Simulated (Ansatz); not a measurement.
# A computed series for hypothetical P6/mmm Cs3P: response to strain

Take Cs₃P (space group P6/mmm, No. 191; a = 6.359 Å, c = 6.899 Å; a hypothetical phase, not in the database extracts checked) as the base. Axes: x lies along a and z along c of the hexagonal cell.

Strains are applied to the cell and any free atomic positions relax; under biaxial strain the out-of-plane vector relaxes too.

Method: PBEsol (Ansatz, a program for electronic structure, PAW, spin-orbit coupling left out).

Notes on the quantities. pressure: mean of the normal stresses, compression positive.

```json
[
 {"variant": "base", "pressure": "0.0 GPa", "shortest interatomic distance": "3.449 Å", "space group": "P6/mmm (No. 191)"},
 {"variant": "biaxial strain −0.89 %, plane normal [001], relaxed out of plane", "pressure": "[?]", "shortest interatomic distance": "[?]", "space group": "P6/mmm (No. 191)"},
 {"variant": "biaxial strain +1.14 %, plane normal [001], relaxed out of plane", "pressure": "-0.2 GPa", "shortest interatomic distance": "3.445 Å", "space group": "P6/mmm (No. 191)"},
 {"variant": "biaxial strain +2.87 %, plane normal [001], relaxed out of plane", "pressure": "-0.4 GPa", "shortest interatomic distance": "3.438 Å", "space group": "P6/mmm (No. 191)"},
 {"variant": "isotropic strain −5.43 %", "pressure": "2.1 GPa", "shortest interatomic distance": "3.262 Å", "space group": "P6/mmm (No. 191)"},
 {"variant": "isotropic strain −1.82 %", "pressure": "0.5 GPa", "shortest interatomic distance": "3.387 Å", "space group": "P6/mmm (No. 191)"},
 {"variant": "isotropic strain +1.00 %", "pressure": "-0.2 GPa", "shortest interatomic distance": "3.484 Å", "space group": "P6/mmm (No. 191)"},
 {"variant": "uniaxial strain ε_zz = +0.99 %", "pressure": "-0.1 GPa", "shortest interatomic distance": "3.483 Å", "space group": "P6/mmm (No. 191)"},
 {"variant": "tensor shear ε_yz = +3.88 %", "pressure": "0.0 GPa", "shortest interatomic distance": "3.452 Å", "space group": "C2/m (No. 12)"},
 {"variant": "tensor shear ε_xy = +0.54 %", "pressure": "0.0 GPa", "shortest interatomic distance": "3.449 Å", "space group": "P2/m (No. 10)"}
]
```

Task: Some entries are withheld; estimate them.

Result: 
- biaxial strain −0.89 %, plane normal [001], relaxed out of plane, pressure: 0.2 GPa
- biaxial strain −0.89 %, plane normal [001], relaxed out of plane, shortest interatomic distance: 3.453 Å

Stability against distortions was not tested. The final runs are not spin-polarised.
